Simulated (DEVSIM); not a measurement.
Structure: abrupt CdTe p-n junction, at 250 K.

Layer 1 from the left is CdTe, thickness (μm) 0.350, Na (cm⁻³) 3.9e17, τn (s) 8.1e-9, τp (s) 8.1e-9. Layer 2 from the left is CdTe, thickness (μm) 42.0, Nd (cm⁻³) 2.3e17, τn (s) 8.1e-9, τp (s) 8.1e-9.

Left contact: ohmic. Right contact: ohmic. Voltage is applied to the left contact. Recombination: SRH at mid-gap, radiative. Mobility is μmin + (μ − μmin)/(1 + (N/Nref)^α).

This is a model device: material constants are rounded textbook-type values typed into the input, and sizes, dopings and lifetimes were drawn at random. Values at 300 K; Nc and Nv go as T^1.5, mobilities as T to minus their exponent, the gap by Varshni's rule with the affinity fixed.

CdTe: gap (eV) 1.5, affinity (eV) 4.28, permittivity 10.2, Nc (cm⁻³) 8e17, Nv (cm⁻³) 1.8e19, μn (cm²/Vs) 1000, μp (cm²/Vs) 80, μn,min 100, μp,min 10, Nref,n 1e17, Nref,p 1e17, αn 0.6, αp 0.6, T exponent of μn 1.7, T exponent of μp 1.5, B (cm³/s) 1e-10, Varshni α (eV/K) 0.00031, Varshni β (K) 108.

DEVSIM, 1D drift-diffusion, Boltzmann statistics, complete ionisation; no tunnelling, impact ionisation, image-force lowering or self-heating.

Dark forward current:

| |V| (V) | |J| (A/cm²) |
|---|---|
| 0.15 | 1.514e-13 |
| 0.20 | 5.005e-13 |
| 0.25 | 1.639e-12 |
| 0.30 | 5.355e-12 |
| 0.35 | 1.751e-11 |
| 0.40 | 5.733e-11 |
| 0.45 | 1.880e-10 |
| 0.50 | 6.176e-10 |
| 0.55 | 2.032e-9 |
| 0.60 | 6.697e-9 |
| 0.65 | 2.212e-8 |
| 0.70 | 7.330e-8 |
| 0.75 | 2.438e-7 |
| 0.80 | 8.163e-7 |
| 0.85 | 2.767e-6 |
| 0.90 | 9.646e-6 |
| 0.95 | 3.602e-5 |
| 1.00 | 0.0001566 |
| 1.05 | 0.0008781 |
| 1.10 | 0.006464 |
| 1.15 | 0.05699 |
| 1.20 | 0.5448 |
| 1.25 | 5.181 |
| 1.30 | 38.35 |
| 1.35 | 145.1 |
| 1.40 | 313.4 |

### Question
Work out the local ideality factor n = ΔV / (kT/q · ln(J2/J1)) between the rows 0.15 and 0.20 V, 1.15 and 1.20 V, 1.35 and 1.40 V.

### Answer
kT/q = 21.54 mV. From 0.15 to 0.20 V: ln(5.005e-13/1.514e-13) = 1.196, n = 1.94, near the 2 of recombination in the depletion region. From 1.15 to 1.20 V: ln(0.5448/0.05699) = 2.258, n = 1.03, near the 1 of diffusion or emission over a barrier. From 1.35 to 1.40 V: ln(313.4/145.1) = 0.770, n = 3.01; the layers' resistance at their doping, Σ W/(qμN) = 0.00020 Ω cm², would take 34 mV of this step of 50 mV.

### Question
Estimate the current at 1.20 V from the Shockley equation with J0 = Σ q ni² D/(N L) coth(W/L), τ joining the SRH, radiative and Auger lifetimes that are on, and W taken as the whole layer.

### Answer
ni² = 2450000 cm⁻⁶; electrons in the p layer: μ = 512 cm²/Vs, D = 11.0 cm²/s, τ = 6.16e-9 s, L = 2.61 μm, W/L = 0.13, term 3.20e-25 A/cm²; holes in the n layer: μ = 47.9 cm²/Vs, D = 1.03 cm²/s, τ = 6.83e-9 s, L = 0.839 μm, W/L = 50, term 2.10e-26 A/cm². J0 = 3.41e-25 A/cm², and J = J0 exp(qV/kT) = 0.534 A/cm². The simulation gives 0.545 A/cm²; the estimate lies 2.0 % below. The estimate leaves out recombination in the depletion region and that region's share of W.
